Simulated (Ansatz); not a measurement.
We consider zinc-blende BeS, described by PBE0 in Ansatz (PAW).

Numerical settings: plane-wave cutoff 460 eV, 10×10×10 k mesh, Fermi–Dirac smearing 0.01 eV, scalar-relativistic PAW data made under PBE.

The cell is scaled about its equilibrium volume:

```
V (Å³/atom)  P (GPa)  direct gap at Γ (eV)  smallest gap on the k mesh (eV)
-----------  -------  --------------------  -------------------------------
13.569          5.60                 7.576                            4.646
13.926          2.63                 7.592                            4.710
14.223          0.41                 7.602                            4.759
14.641         -2.35                 7.539                            4.823
14.998         -4.43                 7.329                            4.873
```

The fundamental gap (4.77 eV at the equilibrium volume, on the SCF mesh) lies elsewhere than Γ–Γ.

Ansatz is an electronic-structure program.
